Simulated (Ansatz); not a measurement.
The structure below was relaxed with PBEsol (Ansatz, a program for electronic structure), without spin-orbit coupling.

```yaml
crystal:
  lattice:
    - [4.04775, 0.00000, 0.00000]
    - [-2.02387, 3.50545, 0.00000]
    - [0.00000, 0.00000, 15.37069]
  atoms:
    - { symbol: La, position: [0.33333, 0.66667, 0.08784] }
    - { symbol: La, position: [0.33333, 0.66667, 0.62370] }
    - { symbol: La, position: [0.66667, 0.33333, 0.37630] }
    - { symbol: La, position: [0.66667, 0.33333, 0.91216] }
    - { symbol: O, position: [0.00000, 0.00000, 0.00000] }
    - { symbol: S, position: [0.00000, 0.00000, 0.50000] }
    - { symbol: S, position: [0.33333, 0.66667, 0.29026] }
    - { symbol: O, position: [0.33333, 0.66667, 0.88067] }
    - { symbol: O, position: [0.66667, 0.33333, 0.11933] }
    - { symbol: S, position: [0.66667, 0.33333, 0.70974] }
```

Find the space group and the Wyckoff positions.

Space group P-3m1 (No. 164); a = 4.048 Å, b = 4.048 Å, c = 15.371 Å, α = 90.00°, β = 90.00°, γ = 120.00°

| atom | site | symmetry | x | y | z |
|---|---|---|---|---|---|
| La | 2d | 3m. | 0.3333 | 0.6667 | 0.0878 |
| La | 2d | 3m. | 0.6667 | 0.3333 | 0.3763 |
| O | 1a | -3m. | 0.0000 | 0.0000 | 0.0000 |
| S | 1b | -3m. | 0.0000 | 0.0000 | 0.5000 |
| S | 2d | 3m. | 0.3333 | 0.6667 | 0.2903 |
| O | 2d | 3m. | 0.6667 | 0.3333 | 0.1193 |

Describe the coordination.

The crystal has 10 atoms in its conventional cell. Conventional cell: a = 4.0477 Å, b = 4.0477 Å, c = 15.3707 Å, α = 90.00°, β = 90.00°, γ = 120.00°. La1 is surrounded by 3 O at 2.387 Å and 3 O at 2.699 Å and 1 O at 3.184 Å and 1 S at 3.111 Å. La2 is surrounded by 3 S at 2.685 Å and 3 S at 3.013 Å (octahedral). O1 sees 6 La at 2.699 Å (octahedral). S1 has 6 La at 3.013 Å (octahedral). S2 is surrounded by 3 La at 2.685 Å and 1 La at 3.111 Å (tetrahedral). O2 is coordinated by 3 La at 2.387 Å and 1 La at 3.184 Å. (Neighbours: up to the widest gap in distance over summed covalent radii, below 1.35, at either atom; cation-cation and far metal-metal contacts left out.)

Each cell is one ordered arrangement of few atoms, which overstates ordering effects compared with a random alloy. Whether these cells are dynamically stable was not tested. The cell was made from La2O3 by this change: x(S) = 0.5, 10 atoms, P-3m1. Under x(S) = 0.5, 10 atoms, P-3m1 the cell changed shape so far that it is another structure.
